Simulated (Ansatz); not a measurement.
We consider rock-salt MnS (model structure), described by HSE06 in Ansatz (plane waves, PAW).

Settings: plane-wave cutoff 500 eV, 8×8×8 k mesh, Fermi–Dirac smearing 0.05 eV, ferromagnetic start, spin-polarised with parallel moments, scalar-relativistic PAW data made under PBE.

Cell (relaxed with r²SCAN):

```yaml
crystal:
  lattice:
    - [5.22000, 2.61000, 2.61000]
    - [2.61000, 5.22000, 2.61000]
    - [2.61000, 2.61000, 5.22000]
  atoms:
    - { symbol: Mn, position: [0.00000, 0.00000, 0.00000] }
    - { symbol: Mn, position: [0.50000, 0.50000, 0.50000] }
    - { symbol: S, position: [0.25000, 0.25000, 0.25000] }
    - { symbol: S, position: [0.75000, 0.75000, 0.75000] }
```

### Question
What does this level give for the band gap?

### Answer

band gap: 0.98 eV (on the SCF k mesh)

Note: exact exchange on metals is sensitive to the k mesh and can open a false gap; the magnetic order was assumed, not searched for or taken from measurement; cell and atoms aren't relaxed at this level (pressure 1.2 GPa).

Static lattice: no zero-point or thermal effects.

A model structure was made by putting elements into a prototype or built by hand; here it ended with the formula and space group of a phase in our tables.

Ansatz is an electronic-structure program.
